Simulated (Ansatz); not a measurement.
Start from MnO$_{2}$ (space group Fd-3m, No. 227; ferromagnetic; a cell from a computed database, its experimental status unchecked).

```yaml
crystal:
  lattice:
    - [0.00000, 4.00540, 4.00540]
    - [4.00540, 0.00000, 4.00540]
    - [4.00540, 4.00540, 0.00000]
  atoms:
    - { symbol: Mn, position: [0.12500, 0.62500, 0.12500] }
    - { symbol: Mn, position: [0.12500, 0.12500, 0.12500] }
    - { symbol: Mn, position: [0.62500, 0.12500, 0.12500] }
    - { symbol: Mn, position: [0.12500, 0.12500, 0.62500] }
    - { symbol: O, position: [0.33290, 0.88903, 0.88903] }
    - { symbol: O, position: [0.36097, 0.36097, 0.91710] }
    - { symbol: O, position: [0.88903, 0.33290, 0.88903] }
    - { symbol: O, position: [0.36097, 0.36097, 0.36097] }
    - { symbol: O, position: [0.88903, 0.88903, 0.88903] }
    - { symbol: O, position: [0.36097, 0.91710, 0.36097] }
    - { symbol: O, position: [0.88903, 0.88903, 0.33290] }
    - { symbol: O, position: [0.91710, 0.36097, 0.36097] }
```

Level of theory: PBEsol, PAW, 420 eV (Ansatz, a program for electronic structure; no spin-orbit coupling).

Before the change:

The band gap comes out as 0.33 eV and the gap character comes out as indirect, K → Γ. The volume per atom comes out as 10.71 Å³ and the width of the top valence band comes out as 1.47 eV.

Modification: a negative pressure, −1 GPa.

Predict the new band gap, gap character, volume per atom and width of the top valence band.

The band gap grows by 0.030 eV (0.33 eV → 0.35 eV); the gap character goes from indirect, K → Γ to indirect, U → Γ; the volume per atom rises by 0.10 Å³ (10.71 Å³ → 10.81 Å³); the width of the top valence band drops by 0.03 eV, from 1.47 eV to 1.44 eV.

Load acts through the strain it causes; cell and atoms are relaxed under it. Stability against distortions was not tested. No Hubbard U is applied and the magnetic state is the run's own (MnO2 ferromagnetic); other magnetic orders, which need larger cells, were not tried and can change the gap. Where the two band edges lie in opposite spin channels, the gap is a spin-flip gap.
